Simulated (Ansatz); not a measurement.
The reference is BaTe in the rock salt structure (space group Fm-3m, No. 225; a = 6.941 Å). Axes: x, y, z lie along the cube axes.

Calculations: Ansatz (a program for electronic structure), PBEsol, PAW, cutoff 420 eV, no spin-orbit coupling.

Strains are applied to the cell and any free atomic positions relax.

One change was made to it. Results:

The pressure (mean of the normal stresses, compression positive) goes from zero to -0.70 GPa; the band gap grows by 0.033 eV to 1.50 eV.

Question: Which of these changes matches the shifts?
A. uniaxial strain ε_zz = −2.00 %
B. uniaxial strain ε_zz = +2.50 %
C. uniaxial strain ε_zz = +1.50 %
D. uniaxial strain ε_zz = +0.50 %

Answer: B, uniaxial strain ε_zz = +2.50 %. For comparison, the pressure in the other runs: uniaxial strain ε_zz = +1.50 % gives -0.44 GPa; uniaxial strain ε_zz = +0.50 % gives -0.16 GPa; uniaxial strain ε_zz = −2.00 % gives 0.72 GPa.

With Te present, leaving out spin-orbit coupling can change the band edges. Stability against distortions was not tested.
